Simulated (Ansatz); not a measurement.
Defect: interstitial Li in beta Ga2O3, charge state +1. The step: a direct jump of one Li atom; the atom moves 1.66 Å along (-0.03, 0.50, 0.07) of the unit cell; the moving atom starts with neighbours O at 1.76, 2 O at 1.86, O at 2.28 Å and ends with O at 1.76, 2 O at 1.86, O at 2.28 Å. A PBE band in Ansatz (plane-wave PAW, the Γ point alone, 160 host sites, 22 SCF runs with any check of the saddle's order, static, no finite-size correction) gives a forward barrier of 0.31 eV. The saddle point's order was not checked. The charge state is imposed; whether it is stable for some Fermi level was not computed. Sites that were not tried may lie lower.

Single points at the band's start and saddle point can refine it. Rough cost of one point, in units of the band's mean SCF on the same machine:

```csv
Level,Cost of one point
"PBE, a 2×2×2 k-point mesh shifted by half a step",about 8
"r2SCAN at 500 eV, the Γ point alone",about 2
"HSE06, Γ point alone",about 20
```

**Question.** Which of these move the barrier by more than 0.1 eV, and how far does each move it?

**Answer.** Not one does. PBE, a 2×2×2 k-point mesh shifted by half a step: 0.00 eV; r2SCAN at 500 eV, the Γ point alone: 0.00 eV; HSE06, Γ point alone: 0.00 eV. Each functional is compared with PBE at the same k-points.

Ansatz is an electronic-structure program.
